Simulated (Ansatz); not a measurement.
PbTe under a change: isotropic strain +3.00 %

Start from PbTe in the rock salt structure (space group Fm-3m, No. 225; a = 6.569 Å).

One thing is altered: every lattice vector is stretched by 3.00 %, atoms relaxed at fixed cell.

All numbers come from Kohn–Sham DFT with the PBE functional, run in Ansatz (a quantum-chemistry and plane-wave program) with PAW and 420 eV plane waves, scalar-relativistic without spin-orbit coupling. Γ-centred 9×9×9 mesh, Fermi–Dirac width 0.05 eV.

```tsv
quantity	base	changed	shift
volume per atom	35.44 Å³	38.73 Å³	+3.29 Å³
space group	Fm-3m (No. 225)	Fm-3m (No. 225)	–
shortest interatomic distance	3.285 Å	3.383 Å	+0.0985 Å
energy relative to the base (free energy F)	0 meV/atom	+31 meV/atom	+31 meV/atom
pressure	-0.1 kbar	-28.0 kbar	-27.9 kbar
band gap	0.83 eV	0.96 eV	+0.13 eV
gap character	direct at L	direct at L	–
mean gap deformation potential ΔEg/Δln V	–	+1.5 eV	–
width of the top valence band	2.52 eV	2.06 eV	-0.46 eV
electron mass	0.31 mₑ along k, 0.11 mₑ across (at L)	0.35 mₑ along k, 0.11 mₑ across (at L)	–
hole mass	0.49 mₑ along k, 0.092 mₑ across (at L)	0.63 mₑ along k, 0.12 mₑ across (at L)	–
valley order (the lowest conduction-band minima on the path, energy above the VBM, named in the base's zone)	L along ⟨111⟩ 0.83 eV; a point along ⟨110⟩, about 0.5 Å⁻¹ from Γ 1.36 eV; a point along ⟨100⟩, about 0.3 Å⁻¹ from Γ 1.81 eV	L along ⟨111⟩ 0.96 eV; a point along ⟨110⟩, about 0.5 Å⁻¹ from Γ 1.44 eV; a point along ⟨100⟩, about 0.3 Å⁻¹ from Γ 1.87 eV	–
```

Final structure:

```yaml
crystal:
  lattice:
    - [0.00000, 3.38327, 3.38327]
    - [3.38327, 0.00000, 3.38327]
    - [3.38327, 3.38327, 0.00000]
  atoms:
    - { symbol: Te, position: [0.50000, 0.50000, 0.50000] }
    - { symbol: Pb, position: [0.00000, 0.00000, 0.00000] }
```

Spin-orbit coupling, missing from the scalar runs, can matter with Pb and Te. Masses are band curvatures over ±0.01 Å⁻¹ around the edge. Along k means along the line from Γ to the band edge. Whether these cells are dynamically stable was not tested.
